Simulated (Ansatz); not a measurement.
Consider PbS in the rock salt structure (space group Fm-3m, No. 225; a = 5.9742 Å).

Computed with r2SCAN in Ansatz (plane waves to 500 eV, PAW, without spin-orbit coupling).

Before the change:

The valley order is L along ⟨111⟩ 0.69 eV; a point along ⟨110⟩, about 0.6 Å⁻¹ from Γ 1.58 eV and the pressure is 0.01 GPa.

Now apply this change: an isotropic linear strain of +1.77 %, atoms relaxed at fixed cell.

What happens to the mean gap deformation potential ΔEg/Δln V?

The mean gap deformation potential ΔEg/Δln V comes out as +3.3 eV.

Predict the new valley order.

The valley order (the lowest conduction-band minima on the path, energy above the VBM, named in the base's zone) changes from L along ⟨111⟩ 0.69 eV; a point along ⟨110⟩, about 0.6 Å⁻¹ from Γ 1.58 eV to L along ⟨111⟩ 0.87 eV; a point along ⟨110⟩, about 0.6 Å⁻¹ from Γ 1.71 eV.

How does this affect the energy relative to the base?

The energy increases by 13 meV/atom.

What does the calculation give for the pressure after the change?

The pressure decreases by 2.72 GPa to -2.71 GPa.

With Pb present, leaving out spin-orbit coupling can change the band edges. Gaps are read on the SCF mesh and a high-symmetry path. Stability against distortions was not tested.

Ansatz is a program for electronic structure.
